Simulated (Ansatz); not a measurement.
Start from ZnGeP2 in the chalcopyrite structure (space group I-42d, No. 122; a = 5.4243 Å, c = 10.7097 Å).

The values are results of Ansatz (an electronic-structure program) PBEsol, no SOC, not measurements.

Strains are applied to the cell and any free atomic positions relax.

One change was made to it. Results:

| quantity | base | after |
|---|---|---|
| mean gap deformation potential ΔEg/Δln V | – | +1.5 eV |
| width of the top valence band | 1.50 eV | 1.55 eV |
| pressure (mean of the normal stresses, compression positive) | 0.00 GPa | 1.98 GPa |
| energy relative to the base (free energy F) | 0 meV/atom | +2.7 meV/atom |
| valence-band top at Γ (three highest levels, from the VBM) | 0.00, -0.07, -0.07 eV | 0.00, -0.07, -0.07 eV |

Name the change that was made.
A) isotropic strain −0.75 %
B) isotropic strain −1.50 %
C) isotropic strain −2.25 %

A, isotropic strain −0.75 %. For comparison, the energy relative to the base in the other runs: isotropic strain −1.50 % gives +11 meV/atom; isotropic strain −2.25 % gives +25 meV/atom.

Stability against distortions was not tested.
